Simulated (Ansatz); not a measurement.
**CsCl-type ZrRu**

All values below come from PBEsol (Ansatz, a quantum-chemistry and plane-wave program, plane waves, PAW).

Settings: plane-wave cutoff 520 eV, 18×18×18 k mesh, Fermi–Dirac smearing 0.05 eV, no spin polarisation, scalar-relativistic PAW data made under PBE.

Cell (relaxed at this level):

```cif
data_RuZr
_chemical_formula_sum 'Zr1 Ru1'
_space_group_name_H-M_alt 'P 1'
_space_group_IT_number 1
_cell_length_a 3.23194
_cell_length_b 3.23194
_cell_length_c 3.23194
_cell_angle_alpha 90.000
_cell_angle_beta 90.000
_cell_angle_gamma 90.000
loop_
_space_group_symop_operation_xyz
  'x, y, z'
loop_
_atom_site_label
_atom_site_type_symbol
_atom_site_fract_x
_atom_site_fract_y
_atom_site_fract_z
_atom_site_occupancy
Zr1 Zr 0.50000 0.50000 0.50000 1
Ru1 Ru 0.00000 0.00000 0.00000 1
```

| Item | Result |
|---|---|
| band gap | zero (no gap) |
| bulk modulus B0 | 199 GPa |

Note: the bulk modulus is −V dP/dV from two relaxed cells at ±2 % in volume.

Spin–orbit coupling is not included.

The computed numbers hold no vibrational or temperature effects.

The result took very roughly 120 core-seconds.
